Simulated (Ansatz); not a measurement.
# Converging zone-centre phonons against the mesh: AuZn (Pm-3m, 2 atoms in the cell)

```
CELL_PARAMETERS angstrom
      3.14055     0.00000     0.00000
      0.00000     3.14055     0.00000
      0.00000     0.00000     3.14055
ATOMIC_POSITIONS crystal
  Zn 0.50000 0.50000 0.50000
  Au 0.00000 0.00000 0.00000
```

Level of theory: PBE, PAW files (plane waves; Ansatz, an electronic-structure program).

Base settings: basis.ecutwfc = 420 eV; kpoints.mp_grid.grid = 11 11 11; hamiltonian.xc = pbe; hamiltonian.pseudopotentials = {kind: paw} (the program's default PAW files); scf.occupations.method = fermi_dirac; scf.occupations.width = 0.1 eV.

In this ladder: phonons.method = dfpt.

Frequencies are those of the unrelaxed cell, without the LO-TO term of polar crystals.

Only quantities that move along the ladder and can be compared are tabulated.

The starting cell has typed, rounded lattice constants, without a prior relaxation at this level. Its lattice was rescaled by up to half a per cent. In the base run, with a pressure of about 6 GPa the cell is away from its equilibrium volume at this level.

```csv
kpoints.mp_grid.grid,highest zone-centre frequency (cm⁻¹)
3 3 3,153.8
4 4 4,141.3
5 5 5,147.8
7 7 7,146.4
8 8 8,148.1
10 10 10,146.3
12 12 12,146.9
15 15 15,146.6
19 19 19,146.9
24 24 24,146.9
```

Coarsest kpoints.mp_grid.grid that holds the highest zone-centre frequency within 1 cm⁻¹ of the last step, with all finer ones: 10 10 10; the step before is off by 1.2 cm⁻¹.

Keys are those of Ansatz 0.2.
